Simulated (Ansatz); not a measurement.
Take TaAgO3 in the cubic perovskite structure (space group Pm-3m, No. 221; a = 3.9514 Å; a cell from a computed database, its experimental status unchecked) as the base. Axes: x, y, z lie along the cube axes.

The change: uniaxial stress, 3 GPa compression along x; all other stress components relax to zero.

Levels (all Ansatz, a program for electronic structure, PAW): PBEsol (420 eV, no spin-orbit coupling); r2SCAN (500 eV, spin-orbit coupling left out); HSE06 (420 eV, no spin-orbit coupling).

One geometry, relaxed with PBEsol, under each level:

```json
[
 {"level": "PBEsol", "band gap": "1.61 eV", "lowest conduction level above the VBM at special points": "Γ 1.61 eV; Z 2.03 eV; X 2.03 eV; A 3.33 eV", "pressure": "1.00 GPa"},
 {"level": "r2SCAN", "band gap": "2.38 eV", "lowest conduction level above the VBM at special points": "Γ 2.38 eV; Z 2.51 eV; X 2.52 eV; A 4.19 eV", "pressure": "2.14 GPa"},
 {"level": "HSE06", "band gap": "3.45 eV", "lowest conduction level above the VBM at special points": "Γ 3.45 eV; Z 3.50 eV; X 3.50 eV", "pressure": "–"}
]
```

Single points use the geometry relaxed with PBEsol. Their cutoffs differ, which shifts pressures a little. HSE06 was sampled on its mesh, a few special points and the semilocal edge points, so its gap is an upper bound. Spin-orbit coupling, missing from the scalar runs, can matter with Ta. Load acts through the strain it causes; cell and atoms are relaxed under it. Stability under load was not tested beyond the relaxation. Many cubic perovskites are stable only at high temperature; tilts and polar distortions were not tested. k-point labels follow each cell's own Brillouin zone.
